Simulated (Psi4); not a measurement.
Psi4 1.11, HF/def2-svpd: pyrimidine (c1cncnc1), 10 atoms. The geometry is a generated start, not checked to be a minimum at this level.

- task = energy
- method = scf
- basis = def2-svpd
- memory = 3 GB
- maxiter = 100
- keys of the molecule block = symmetry c1
- scf_type = df (default)
- diis_max_vecs = 10 (default)
- e_convergence = 1e-06 (default)
- d_convergence = 1e-06 (default)
- basis functions = 152

```xyz
10

C     -1.1403     0.0672    -0.0009
C     -0.4762    -1.1513    -0.0138
N      0.8458    -1.2303    -0.0127
C      1.5080    -0.0876     0.0015
N      0.9847     1.1249     0.0139
C     -0.3370     1.1990     0.0127
H     -2.2161     0.1310    -0.0016
H     -1.0031    -2.0977    -0.0257
H      2.5893    -0.1530     0.0044
H     -0.7552     2.1978     0.0222
```

With the defaults (damping_percentage = 0, scf_initial_accelerator = adiis, guess = auto, which took SAD, soscf = false, soscf_start_convergence = 0.01, diis_start = 1, diis = true) it converges in 8 SCF iterations. One run each on 2 threads, with these changes:
- guess = huckel
- damping_percentage = 20
- soscf = true
- scf_initial_accelerator = none
- soscf = true, soscf_start_convergence = 0.001
- diis_start = 4
- scf_initial_accelerator = ediis
- damping_percentage = 60, scf_initial_accelerator = none, diis = false
- damping_percentage = 60

Which runs fail or end elsewhere than the default run?

No convergence: damping_percentage = 60 (the run ends without SCF convergence in 100 iterations). The rest reach the solution of the defaults.

| setting | SCF iterations | JK calls | end |
|---|---|---|---|
| soscf = true | 5 | 16 | same solution |
| soscf = true, soscf_start_convergence = 0.001 | 6 | 17 | same solution |
| the defaults | 8 | 9 | same solution |
| scf_initial_accelerator = none | 8 | 9 | same solution |
| scf_initial_accelerator = ediis | 8 | 9 | same solution |
| diis_start = 4 | 9 | 10 | same solution |
| guess = huckel | 10 | 26 | same solution |
| damping_percentage = 20 | 15 | 16 | same solution |
| damping_percentage = 60, scf_initial_accelerator = none, diis = false | 41 | 42 | same solution |
| damping_percentage = 60 | 100 | 101 | no convergence |

An SOSCF iteration holds several JK calls; a Hückel guess adds calls on atoms.
